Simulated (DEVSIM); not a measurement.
Structure: abrupt Si n-p junction, at 300 K.

Layer 1 from the left is Si, thickness (μm) 33.0, Nd (cm⁻³) 3.2e18, τn (s) 5.2e-7, τp (s) 5.2e-7. Layer 2 from the left is Si, thickness (μm) 8.90, Na (cm⁻³) 2.7e17, τn (s) 5.2e-7, τp (s) 5.2e-7.

Left contact: ohmic. Right contact: ohmic. Voltage is applied to the left contact. Recombination: SRH at mid-gap, Auger. Mobility is μmin + (μ − μmin)/(1 + (N/Nref)^α).

The device is made up for the run: typed textbook-type constants, with dimensions and the other settings drawn at random. Values at 300 K.

Si: gap (eV) 1.124, affinity (eV) 4.05, permittivity 11.7, Nc (cm⁻³) 2.86e19, Nv (cm⁻³) 3.1e19, μn (cm²/Vs) 1417, μp (cm²/Vs) 470, μn,min 52, μp,min 45, Nref,n 9.7e16, Nref,p 2.2e17, αn 0.68, αp 0.72, Cn (cm⁶/s) 2.8e-31, Cp (cm⁶/s) 9.9e-32.

Estimate by hand the built-in potential, the peak field at zero bias, and compare with a numerical solution.


- Built-in potential: ni = √(Nc Nv) exp(−Eg/2kT) = 1.08e10 cm⁻³ with Eg = 1.124 eV; Vbi = kT/q ln(Na Nd/ni²) = 0.945 V; numerical 0.945 V.
- Peak field at zero bias: depletion approximation: W = √(2εVbi/(qN)) = 0.0700 μm with N = 2.49e17 cm⁻³; field = 2Vbi/W = 270000 V/cm; numerical 264000 V/cm (estimate above by 2.3 %).

DEVSIM, 1D drift-diffusion, Boltzmann statistics, complete ionisation; no tunnelling, impact ionisation, image-force lowering or self-heating.
